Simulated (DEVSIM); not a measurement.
Device: Ge p-i-n diode, at 300 K.

```
layer (left to right)  material  thickness (μm)  Nd (cm⁻³)  Na (cm⁻³)   τn (s)   τp (s)
---------------------  --------  --------------  ---------  ---------  -------  -------
1                            Ge           0.390          -     3.2e17  0.00017  0.00017
2                            Ge           0.230     1.9e11          -  0.00017  0.00017
3                            Ge           0.590     5.1e17          -  0.00017  0.00017
```

Left contact: ohmic. Right contact: ohmic. Voltage is applied to the left contact. Recombination: SRH at mid-gap, radiative, Auger. Mobility is constant in doping. Where it depends on doping, it is μmin + (μ − μmin)/(1 + (N/Nref)^α).

Constants are typed, rounded textbook-type inputs, not results; the design itself was drawn at random and stands for no fabricated device. Values at 300 K; Nc and Nv go as T^1.5, mobilities as T to minus their exponent, the gap by Varshni's rule with the affinity fixed. The table also holds parameters that only a changed run uses.

| parameter | Ge |
|---|---|
| gap (eV) | 0.664 |
| affinity (eV) | 4 |
| permittivity | 16 |
| Nc (cm⁻³) | 1.04e19 |
| Nv (cm⁻³) | 6e18 |
| μn (cm²/Vs) | 3900 |
| μp (cm²/Vs) | 1900 |
| μn,min | 150 |
| μp,min | 100 |
| Nref,n | 2.6e17 |
| Nref,p | 4e17 |
| αn | 0.56 |
| αp | 0.6 |
| T exponent of μn | 1.66 |
| T exponent of μp | 2.33 |
| B (cm³/s) | 6.4e-14 |
| Cn (cm⁶/s) | 1e-31 |
| Cp (cm⁶/s) | 1e-31 |
| Varshni α (eV/K) | 0.000477 |
| Varshni β (K) | 235 |

Simulated with DEVSIM: 1D drift-diffusion, Boltzmann statistics, complete ionisation; no tunnelling, impact ionisation, image-force lowering or self-heating.

Base results: potential step across the device at zero bias (V) 0.510; dark forward voltage at 100 A/cm² (V) 0.308.

What follows from this one change: temperature 300 → 400 K?

potential step across the device at zero bias 0.510 → 0.389 V; dark forward voltage at 100 A/cm² 0.308 → 0.128 V.

What follows from this one change: thickness of layer 1 0.39 → 1.2 μm?

potential step across the device at zero bias little changed (0.510 V); dark forward voltage at 100 A/cm² 0.308 → 0.329 V.

What follows from this one change: doping-dependent mobility in place of the constant one?

potential step across the device at zero bias little changed (0.510 V); dark forward voltage at 100 A/cm² 0.308 → 0.326 V.
